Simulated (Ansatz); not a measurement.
Consider TiO2 in the rutile structure (space group P4_2/mnm, No. 136; a = 4.591 Å, c = 2.939 Å).

Method: PBEsol/PAW in Ansatz (a quantum-chemistry and plane-wave program), without spin-orbit coupling.

Base values:

The gap between the host's bands comes out as 1.87 eV and the gap character comes out as direct at Γ.

The change: 0.186 holes added to each cell, a density of 3.0×10^21 cm⁻³, with a uniform compensating background at fixed cell and a 300 K Fermi–Dirac width.

Predict the new gap between the host's bands.

The gap between the host's bands increases by 0.05 eV to 1.92 eV.

What happens to the Fermi level from band edge?

The Fermi level relative to the doped band's edge (positive inside the band; to 0.05 eV) is +0.35 eV.

What does the calculation give for the gap character after the change?

The gap character stays direct at Γ.

Charged cell with a jellium background: band edges are those of the host's band count, energies are not comparable with the neutral cell, and many-body gap narrowing is missing. No phonon test of stability was made. All final runs are without spin polarisation.
